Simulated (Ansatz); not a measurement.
An input for Ansatz (LDA) and the part of its output that reports the quasi-harmonic study. Lengths are of the primitive cell. The cell was generated from a structure type, relaxed within its symmetry, and need not be the phase found at ambient conditions. The run noted for some of its cells that some bands missed the eigensolver's tolerance.

Ansatz 0.2 input:
```yaml
crystal:
  lattice:
    - [3.1910595267, 0.0, 0.0]
    - [-1.5955297634, 2.7635386151, 0.0]
    - [0.0, 0.0, 3.1571006257]
  atoms:
    - { symbol: Mo, position: [0.0, 0.0, 0.0] }
    - { symbol: P, position: [0.6666666667, 0.3333333333, 0.5] }
kpoints:
  mp_grid: { grid: [12, 12, 12] }
hamiltonian:
  xc: lda
  pseudopotentials: { kind: paw }
scf:
  occupations: { method: methfessel_paxton, width: 0.15 }
phonons:
  method: dfpt
  qmesh: [4, 4, 3]
  temperatures: { t_max: 1000, t_step: 25 }
  thermal_expansion: {}
checkpoint:
  write: run
```

```
--- Thermal expansion: 16 cells in 3 rounds, 0 GPa ---
  no lower state was reached at cell 6; its state was not examined: fill_not_monotonic
  without vibrations: a 3.19142, b 3.19142, c 3.15610 Å, V 27.8387 Å³, B 241.85 GPa
  at 0 K: a 3.19531, b 3.19531, c 3.16097 Å, V 27.9496 Å³, B 238.87 GPa
  zero-point expansion: a +0.122, b +0.122, c +0.154, V +0.398 %
      T/K        a/Å        b/Å        c/Å       V/Å³ | expansion of a, b, c, V (1e-6/K)   | that of V in the mean from 25 °C | C_P, C_V (J/mol K of the cell) | B_T, B_S (GPa)
     0.00    3.19531    3.19531    3.16097    27.9496 |    0.00    0.00    0.00    0.00 |    8.52 |     0.000     0.000 |   238.87   238.87
   100.00    3.19556    3.19556    3.16105    27.9547 |    2.19    2.19    1.27    5.66 |   11.89 |    16.652    16.639 |   238.52   238.70
   200.00    3.19665    3.19665    3.16191    27.9814 |    4.34    4.34    3.92   12.59 |   14.30 |    35.019    34.892 |   237.06   237.92
   298.15    3.19817    3.19817    3.16334    28.0208 |    5.27    5.27    5.08   15.63 |       - |    42.659    42.370 |   235.22   236.82
   375.00    3.19952    3.19952    3.16463    28.0559 |    5.67    5.67    5.53   16.88 |   16.31 |    45.655    45.233 |   233.67   235.85
   475.00    3.20140    3.20140    3.16644    28.1048 |    6.02    6.02    5.87   17.90 |   16.97 |    47.943    47.346 |   231.60   234.52
   575.00    3.20337    3.20337    3.16833    28.1562 |    6.27    6.27    6.07   18.61 |   17.46 |    49.381    48.606 |   229.49   233.14
   675.00    3.20541    3.20541    3.17028    28.2095 |    6.48    6.48    6.20   19.16 |   17.87 |    50.406    49.449 |   227.33   231.73
   775.00    3.20752    3.20752    3.17226    28.2643 |    6.66    6.66    6.30   19.63 |   18.23 |    51.209    50.064 |   225.16   230.30
   875.00    3.20968    3.20968    3.17428    28.3204 |    6.83    6.83    6.40   20.05 |   18.54 |    51.883    50.545 |   222.95   228.85
   975.00    3.21190    3.21190    3.17632    28.3778 |    6.98    6.98    6.49   20.45 |   18.83 |    52.480    50.942 |   220.73   227.39
  1000.00    3.21246    3.21246    3.17684    28.3924 |    7.02    7.02    6.51   20.54 |   18.90 |    52.620    51.032 |   220.17   227.03
  stiffness (GPa) against the strains that keep the symmetry, 3 along the crystal's axis
    without vibrations: C11 + C12 517.39, C13 170.95, C33 540.27
  the static fit leaves 0.000 meV an atom of the energies and, of the stresses, 0.001 GPa of each cell's largest along a strain (root mean squares over the cells), whose Pulay part it has at -0.013 GPa
  vibrations' free energy: its fit passes through its cells
  the electrons' free energy at temperature is in it; its fit leaves 0.0003 meV an atom at the most
  free energies summed between the sampled wave vectors
  estimated error of the fitted expansion in any direction: up to 0.194e-6/K, at 1000 K (an estimate, not a bound: it was exceeded on models of known expansion)
  by sums over the sampled wave vectors an expansion of the volume parts by up to 0.22e-6/K
  by a static energy of one degree less an expansion of the volume parts by up to 0.01e-6/K
  eigensolver_not_converged in the phonons of 2 cells: 10, 11
```

Warnings of the run: phonon_interpolation_lacks_dipole_term, thermal_expansion_settings.

Cost: about 90 core-minutes (a rough figure).

Whether this phase is the stable one at each condition was not tested.

The PAW data sets were generated under PBE and serve the other functionals too.

Ansatz is a first-principles code.
